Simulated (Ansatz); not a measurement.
# A constructed model of the (100) surface of fcc Cu, a pseudomorphic layer of Mg in the host's stacking (bottom of the slab: a bare face, its two planes held)

Method: PBE (plane waves to 420 eV, PAW; Ansatz, a quantum-chemistry and plane-wave program).

Slab: 7 atoms, 11.3 Å thick at the start; k 15x15x1, smearing 0.1 eV, dipole-corrected; 2 atoms held, the rest relaxed; symmetry of the start imposed; no spin, no spin-orbit, no U. It is one candidate, not shown to be the stable structure of the face.

```
Quantity                                              Result
-----------------------------  -----------------------------
work function of the top face                        4.05 eV
energy released by relaxation                       0.012 eV
cost                           around 3 core-minutes (rough)
```
